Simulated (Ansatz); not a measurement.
We consider V2O5 (P2₁/m, No. 11, 14 atoms in the cell; start mp-510568), described by r²SCAN in Ansatz (plane waves, PAW).

Numerical settings: plane-wave cutoff 500 eV, 6×12×6 k mesh (along the axes of the cell as run), Fermi–Dirac smearing 0.05 eV, no spin polarisation, scalar-relativistic PAW data made under PBE.

Cell (relaxed at this level):

```yaml
crystal:
  lattice:
    - [6.29154, 0.00000, 0.00291]
    - [0.00000, 3.53510, 0.00000]
    - [-0.01420, 0.00000, 7.32690]
  atoms:
    - { symbol: V, position: [0.74323, 0.25000, 0.72807] }
    - { symbol: V, position: [0.25677, 0.75000, 0.27193] }
    - { symbol: V, position: [0.19569, 0.25000, 0.90234] }
    - { symbol: V, position: [0.80431, 0.75000, 0.09766] }
    - { symbol: O, position: [0.73912, 0.75000, 0.81167] }
    - { symbol: O, position: [0.26088, 0.25000, 0.18833] }
    - { symbol: O, position: [0.03755, 0.25000, 0.70989] }
    - { symbol: O, position: [0.96245, 0.75000, 0.29011] }
    - { symbol: O, position: [0.43843, 0.25000, 0.82671] }
    - { symbol: O, position: [0.56157, 0.75000, 0.17329] }
    - { symbol: O, position: [0.14689, 0.75000, 0.96811] }
    - { symbol: O, position: [0.85311, 0.25000, 0.03189] }
    - { symbol: O, position: [0.68172, 0.25000, 0.52179] }
    - { symbol: O, position: [0.31828, 0.75000, 0.47821] }
```

Predict the band gap.


* **band gap**: 1.83 eV (on the SCF k mesh)

Note: the relaxation could not lower the start's symmetry, so the cell can be a saddle point above a distorted one.

The computed numbers hold no vibrational or temperature effects.

A start named mp-… is a Materials Project structure, which need not be a measured phase.

Ansatz is a quantum-chemistry and plane-wave program.
